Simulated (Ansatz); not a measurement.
## Short convergence ladders for NbRu3 (P4mm, 4 atoms in the cell)

```
CELL_PARAMETERS angstrom
      3.86568     0.00000     0.00000
      0.00000     3.86568     0.00000
      0.00000     0.00000     3.86568
ATOMIC_POSITIONS crystal
  Nb 0.00000 0.00000 0.01293
  Ru 0.00000 0.50000 0.50000
  Ru 0.50000 0.00000 0.50000
  Ru 0.50000 0.50000 0.00000
```

Base method: LDA (PW92), default PAW files made with PBE (plane waves; Ansatz, a program for electronic structure).

Base settings: basis.ecutwfc = 30.9 Ry; kpoints.mp_grid.grid = 7 7 7; hamiltonian.xc = lda; hamiltonian.pseudopotentials = {kind: paw} (the program's default PAW files); scf.occupations.method = gaussian; scf.occupations.width = 0.0073 Ry.

The count of work is k-points × plane waves × bands × iterations; it is no time. 

**The cutoff for other potential files**

Level: DFT, LDA (PW92), plane waves, harder PAW files (source: ansatz) made with PBE.

In this ladder: hamiltonian.pseudopotentials = {kind: paw, source: ansatz}.

The second cell is the first with its lattice scaled by 0.98.

The mesh stays at the base's, so the ladder's end is converged at best in this setting alone.

The first pressure column holds Ansatz's estimate of the finite-basis (Pulay) stress, which hides part of the cutoff error; the other is without it.

Only quantities that move along the ladder and can be compared are tabulated.

| basis.ecutwfc | free energy less the last step's (meV/atom) | energy of the compressed cell less the first (meV/atom) | pressure (GPa) | pressure without the Pulay estimate (GPa) | largest difference of a force vector from the last step's (eV/Å) | count of work / last |
|---|---|---|---|---|---|---|
| 23.5 Ry | 6877.85 | -89.39 | -19.33 | -302.98 | 0.297 | 0.11 |
| 28.7 Ry | 1714.27 | 38.68 | -4.51 | -109.39 | 0.088 | 0.15 |
| 36.4 Ry | 169.17 | -0.19 | -9.04 | -23.74 | 0.004 | 0.20 |
| 44.1 Ry | 12.91 | 2.59 | -8.44 | -9.66 | 0.000 | 0.28 |
| 52.2 Ry | 4.83 | 2.48 | -8.48 | -8.54 | 0.000 | 0.36 |
| 62.5 Ry | 3.62 | 2.49 | -8.48 | -8.53 | 0.000 | 0.46 |
| 77.9 Ry | 1.83 | 2.48 | -8.49 | -8.56 | 0.000 | 0.65 |
| 104 Ry | 0.00 | 2.49 | -8.48 | -8.52 | 0.000 | 1.0 |

Coarsest basis.ecutwfc that holds the free energy within 2 meV/atom: not settled: the last two steps still differ by 1.8 meV/atom, over half the tolerance, so the ladder does not show it.

Coarsest basis.ecutwfc that holds the pressure within 0.2 GPa of the last step, with all finer ones: 44.1 Ry, at 0.28 of the last step's count of work; the step before is off by 0.56 GPa.

Coarsest basis.ecutwfc that holds the forces within 0.005 eV/Å of the last step, with all finer ones: 36.4 Ry, at 0.20 of the last step's count of work; the step before is off by 0.088 eV/Å.

At the lowest cutoff the pressure without the Pulay estimate lies 294 GPa under the last step's, the usual sign of Pulay stress in an incomplete plane-wave basis.

**The relaxed cell against the cutoff**

On NbRu₃ (Pm-3m, 4 atoms in the cell): atoms on their sites.

In this ladder: relax = cell and atoms.

The mesh stays at the base's, so the ladder's end is converged at best in this setting alone.

Only quantities that move along the ladder and can be compared are tabulated.

```csv
basis.ecutwfc,relaxed volume (Å³/atom),relaxation steps
15.4 Ry,15.627,52
18.4 Ry,14.296,15
21.7 Ry,13.955,10
26.1 Ry,14.010,7
30.9 Ry,14.013,5
37.1 Ry,14.012,5
46.3 Ry,14.012,5
61.7 Ry,14.012,5
```

Coarsest basis.ecutwfc that holds the relaxed volume within 0.028 Å³/atom of the last step, with all finer ones: 26.1 Ry; the step before is off by 0.057 Å³/atom.

At the lowest cutoff the cell relaxes to a volume 12 % larger than at the highest. Ansatz relaxes on a stress corrected for the finite basis.

On the base run: the starting cell comes from a database of computed structures (which also holds hypothetical and non-ambient phases and stackings), without a prior relaxation at this level. Its lattice was rescaled by up to half a per cent. One atom was moved a little off its site on purpose. Spin polarisation is off.

Keys are those of Ansatz 0.2.
